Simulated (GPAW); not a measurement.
A relaxation of the atoms of NaI (I4mm, 2 atoms in the cell) with GPAW.

Method: LDA (Perdew-Wang 92), GPAW PAW datasets LDA (gpaw-data 1.0.1) (plane waves; GPAW).

The change in words: one atom moved by 0.15 angstrom; convergence.density: default → 1e-05 e/electron; optimizer: default → BFGS; fmax: default → 0.001 eV/Å. Reference geometry:
```
CELL_PARAMETERS angstrom
      0.00000     3.24471     3.24471
      3.24471     0.00000     3.24471
      3.24471     3.24471     0.00000
ATOMIC_POSITIONS crystal
  Na 0.00000 0.00000 0.00000
  I  0.50000 0.50000 0.50000
```

Reference input (self-consistent single point, DFT LDA (Perdew-Wang 92), plane waves, GPAW PAW datasets LDA (gpaw-data 1.0.1)): mode = pw; ecut = 850 eV; xc = LDA; kpts = 3 3 3; mesh shift (steps) = 0 0 0; occupations.name = fermi-dirac; occupations.width = 0.01 eV; nbands = -8; convergence.bands = -6; symmetry.symmorphic = false; symmetry.tolerance = 0.0005; maxiter = 150. This run's input differs from it in these lines:

```diff
@@ -1,2 +1,3 @@
 from ase import Atoms
+from ase.optimize import BFGS
 from ase.units import GPa
@@ -8,3 +9,3 @@
                     [3.244705, 3.244705, 0.000000]],
-              positions=[[0.000000, 0.000000, 0.000000],
+              positions=[[0.000000, 0.000000, 0.150003],
                          [3.244705, 3.244705, 3.244705]],
@@ -17,3 +18,3 @@
             nbands=-8,
-            convergence={'bands': -6},
+            convergence={'density': 1e-05, 'bands': -6},
             symmetry={'symmorphic': False, 'tolerance': 0.0005},
@@ -22,2 +23,8 @@
 atoms.calc = calc
+
+opt = BFGS(atoms, logfile='-')
+converged = opt.run(fmax=0.001, steps=40)
+print('Relaxation converged:', converged)
+print('Cell:', atoms.cell.cellpar().round(4))
+print(atoms.get_scaled_positions().round(5))
```

Output (repeated stretches shortened):

```
     iter     time        total  log10-change:
                         energy   eigst   dens
iter:   1 --:--:--    -5.968849   +0.23
iter:   2 --:--:--    -5.964343   -0.08  -1.41
iter:   3 --:--:--    -5.935484   -2.23  -1.44
iter:   4 --:--:--    -5.935939   -3.54  -1.74
iter:   5 --:--:--    -5.934768c  -3.84  -1.90
iter:   6 --:--:--    -5.934739c  -5.63  -3.02
iter:   7 --:--:--    -5.934737c  -6.78  -3.24
iter:   8 --:--:--    -5.934722c  -6.06  -3.24
iter:   9 --:--:--    -5.934722c  -6.60  -3.55
iter:  10 --:--:--    -5.934722c  -7.99c -3.90
iter:  11 --:--:--    -5.934721c  -8.28c -3.95
iter:  12 --:--:--    -5.934721c  -8.21c -4.05
iter:  13 --:--:--    -5.934721c  -8.19c -4.19
iter:  14 --:--:--    -5.934721c  -9.42c -4.88
iter:  15 --:--:--    -5.934721c  -9.81c -4.92
iter:  16 --:--:--    -5.934721c  -9.90c -4.93
iter:  17 --:--:--    -5.934721c -10.68c -5.05c
Converged after 17 iterations.

Dipole moment: (0.000000, 0.000000, -1.037378) |e|*Ang

Energy contributions relative to reference atoms: (reference = -197782.193773)

Kinetic:         +7.810999
Potential:       -7.946249
External:        +0.000000
XC:              -5.751837
Entropy (-ST):   -0.000000
Local:           -0.047634
SIC:             +0.000000
--------------------------
Free energy:     -5.934721
Extrapolated:    -5.934721

Showing only first 2 kpts
 Kpt  Band  Eigenvalues  Occupancy
  0     5      0.42765    2.00000
  0     6      0.42765    2.00000
  0     7      3.73474    0.00000
  0     8      8.24270    0.00000

  1     5     -1.04149    2.00000
  1     6     -0.08255    2.00000
  1     7      5.77968    0.00000
  1     8      7.31298    0.00000

Fermi level: 1.88788

Gap: 3.307 eV
Transition (v -> c):
   [... lines left out ...]
Atomic positions and initial magnetic moments
Free energy:     -5.935038
Fermi level: 1.88788
Gap: 3.307 eV
Atomic positions and initial magnetic moments
Free energy:     -5.942227
Fermi level: 1.88788
Gap: 3.303 eV
Atomic positions and initial magnetic moments
Free energy:     -5.942273
   [... lines left out ...]

BFGS:    3 --:--:--       -5.942273        0.000535
Relaxation converged: True
Cell: [ 4.5887  4.5887  4.5887 60.     60.     60.    ]
[[0.01159 0.01159 0.98841]
 [0.51146 0.51146 0.48854]]
Energy (eV): -5.942273
Stress tensor:
     0.008434     0.000000    -0.000000
     0.000000     0.008434     0.000000
    -0.000000     0.000000     0.008434
Stress (GPa, Voigt): [ 1.3513  1.3513  1.3512  0.     -0.      0.    ]
```

The run converged. GPAW prints stress with tension positive. 

Summary of the result:
Free energy E − TS (from the program's reference atoms): -5.9423 eV
Top of the valence band (on the code's own zero): 0.43 eV
Gap on the k-point mesh: 3.30 eV
Pressure: -1.35 GPa
Relaxation steps: 3

The starting cell has typed, rounded lattice constants, without a prior relaxation at this level. Its lattice was rescaled by up to half a per cent. For this run, on top of that: one atom moved by 0.15 angstrom. Spin-orbit coupling is off. The relaxation keeps the symmetry of its start, so its end need not be a minimum.
